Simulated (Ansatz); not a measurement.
## What tensor shear ε_xy = +2.00 % does to GaSb

Take GaSb in the zinc blende structure (space group F-43m, No. 216; a = 6.111 Å) as the base. Axes: x, y, z lie along the cube axes.

Now apply this change: a pure shear with ε_xy = ε_yx = 0.0200; the atoms relax in the strained cell.

Computed with Ansatz (a first-principles code), PBEsol, PAW, cutoff 420 eV, no spin-orbit coupling. k-mesh 13×13×13 (Γ-centred); smearing 0.05 eV (Fermi–Dirac).

| quantity | base | changed | shift |
|---|---|---|---|
| volume per atom | 28.53 Å³ | 28.52 Å³ | -0.01 Å³ |
| space group | F-43m (No. 216) | Imm2 (No. 44) | – |
| energy relative to the base (free energy F) | 0 meV/atom | +5.6 meV/atom | +5.6 meV/atom |
| pressure (mean of the normal stresses, compression positive) | 0.0 GPa | 0.0 GPa | 0.0 GPa |
| band gap | zero | zero | – |
| largest internal atomic displacement | – | 0.018 Å | – |
| stress (xx, yy, zz, yz, xz, xy; compression positive) (rough) | – | (0.1, 0.1, 0.0, 0.0, 0.0, -1.6) GPa | – |

Without a gap, meshes like the base's 13×13×13 leave anisotropic stresses uncertain by several tenths of a GPa, and small strain energies with them. Spin-orbit coupling, missing from the scalar runs, can matter with Sb. Stability against distortions was not tested. All final runs are without spin polarisation. Gaps under 0.05 eV, about the width of the smearing, are given as zero. A zero or small gap of GaSb can be the functional's error rather than a property of the material.
